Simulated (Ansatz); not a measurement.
Take SiO₂ in the CdI2 type structure (space group P-3m1, No. 164; a = 2.670 Å, c = 4.509 Å; a hypothetical phase, not in the database extracts checked; layered, stacked along the Cartesian z axis) as the base.

Levels (all Ansatz, an electronic-structure program, PAW, earlier PAW set): PBEsol-D3(BJ) (420 eV, scalar-relativistic without spin-orbit coupling); HSE06+SOC (420 eV, spin-orbit coupling included).

Its gap is 6.28 eV with PBEsol-D3(BJ) and 8.36 eV with HSE06+SOC.

The change: a hydrostatic pressure of 7 GPa.

With PBEsol-D3(BJ) the gap becomes 6.35 eV.

### Question
If the HSE06+SOC correction stayed the same, what would the HSE06+SOC gap be, and what does the HSE06+SOC run give?

### Answer
A rigid correction of +2.08 eV gives 8.43 eV. The HSE06+SOC run gives 8.47 eV, so the correction itself changes by +0.04 eV.

Single points use the geometry relaxed with PBEsol-D3(BJ). The hybrid gap comes from the SCF mesh plus the semilocal run's edge points and a few special points and is an upper bound. The spin-orbit shifts are approximate. Load acts through the strain it causes; cell and atoms are relaxed under it. Whether these cells are dynamically stable was not tested. Competing high-pressure phases were not computed.
